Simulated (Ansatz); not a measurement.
The reference is Ge in the diamond structure (space group Fd-3m, No. 227).

```yaml
crystal:
  lattice:
    - [0.00000, 2.88084, 2.88084]
    - [2.88084, 0.00000, 2.88084]
    - [2.88084, 2.88084, 0.00000]
  atoms:
    - { symbol: Ge, position: [0.00000, 0.00000, 0.00000] }
    - { symbol: Ge, position: [0.25000, 0.25000, 0.25000] }
```

Calculations: Ansatz (a first-principles code), PBE, PAW, cutoff 420 eV, no spin-orbit coupling.

Before the change:

The pressure is 0.0 GPa. The band gap is zero.

The change: every lattice vector is shortened by 0.50 %; the atoms relax in the strained cell.

Task: What does the calculation give for the energy relative to the base after the change?

Result: The energy grows by 1.0 meV/atom.

Task: Predict the new pressure.

Result: The pressure goes from zero to 0.9 GPa.

Task: How does this affect the band gap?

Result: The band gap is still zero.

Whether these cells are dynamically stable was not tested. The zero or small gap of Ge can change with the level of theory.
